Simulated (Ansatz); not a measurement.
Defect migration in cuprite: Cu vacancy, charge state -1. The step: a nearby Cu atom hops onto the vacant site; the atom moves 3.15 Å along (0.52, 0.52, 0.00) of the unit cell; the moving atom starts with neighbours 2 O at 1.86 Å and ends with 2 O at 1.86 Å. A PBE band in Ansatz (plane-wave PAW, one k-point at (0.250, 0.250, 0.250), 48 host sites, 32 SCF runs with any check of the saddle's order, static, no finite-size correction) gives a forward barrier of 0.47 eV. The saddle point's order was not checked, and it lies on a symmetry element of the cell, where a band can be held. The charge state is imposed; whether it is stable for some Fermi level was not computed. Forms of the defect that were not tried may lie lower.

Single points at the band's start and saddle point can refine it. Rough cost of one point, in units of the band's mean SCF on the same machine:

```csv
Level,Cost of one point
"PBE, a 2×2×2 k-point mesh shifted by half a step",about 4
"r2SCAN at 500 eV, one k-point at (0.250, 0.250, 0.250)",about 2
```

Q: Which of these move the barrier by more than 0.1 eV, and how far does each move it?

A: PBE, a 2×2×2 k-point mesh shifted by half a step: +0.01 eV; r2SCAN at 500 eV, one k-point at (0.250, 0.250, 0.250): +0.13 eV. Each functional is compared with PBE at the same k-points.

Ansatz is a first-principles code.
